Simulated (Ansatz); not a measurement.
How the bulk modulus B0 of GaBiN2 (model structure, started from the ScAlN2 type, P3m1, No. 156, 4 atoms in the cell) moves with the method

No measured value is used here.

```tsv
level (code)	value (GPa)	cell (Å³/atom)
LDA (Ansatz)	82.0	15.21
PBE (Ansatz)	54.3	16.46
PBEsol (Ansatz)	?	15.67
r²SCAN (Ansatz)	59.2	16.08
```

**Question.** What belongs in the gaps?

**Answer.** 
- PBEsol (Ansatz, a quantum-chemistry and plane-wave program), value (GPa): 72.5

Density-functional levels without +SOC have no spin–orbit coupling. LDA, PBE, PBEsol, r²SCAN: the bulk modulus is −V dP/dV from two relaxed cells at ±2 % in volume. Each level is taken at its own relaxed cell. Cutoffs differ between the levels. Ansatz's density-functional and Hartree–Fock values are scalar-relativistic unless marked +SOC, with PAW data made under PBE.

A model structure was made by putting elements into a prototype or built by hand; it is no filed structure, need not be a known phase, and can be a saddle point held by its symmetry.
